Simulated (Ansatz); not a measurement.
The parent structure is GaP in the zinc blende structure (space group F-43m, No. 216; a = 5.4517 Å).

One thing is altered: a negative pressure, −1 GPa.

Computed with Kohn–Sham DFT with the r2SCAN functional, run in Ansatz (an electronic-structure program) with PAW and 500 eV plane waves, scalar-relativistic without spin-orbit coupling, earlier PAW set.

Base, band edges from the VBM (valence, conduction): X -2.80, 1.91; W -3.54, 5.03; L -1.17, 2.04; Γ 0.00, 2.36; K -2.35, 2.47; U -2.35, 2.47 eV.

Give the band edges at the high-symmetry points of the new zone, measured from its valence-band maximum.


| point | valence edge (eV) | conduction edge (eV) |
|---|---|---|
| Γ | 0.00 | 2.26 |
| X | -2.76 | 1.93 |
| U | -2.32 | 2.48 |
| K | -2.32 | 2.48 |
| L | -1.15 | 2.01 |
| W | -3.48 | 5.03 |

The gap is 1.87 eV, indirect, Γ → Γ–X (87 % along).

Load acts through the strain it causes; cell and atoms are relaxed under it. Stability against distortions was not tested.
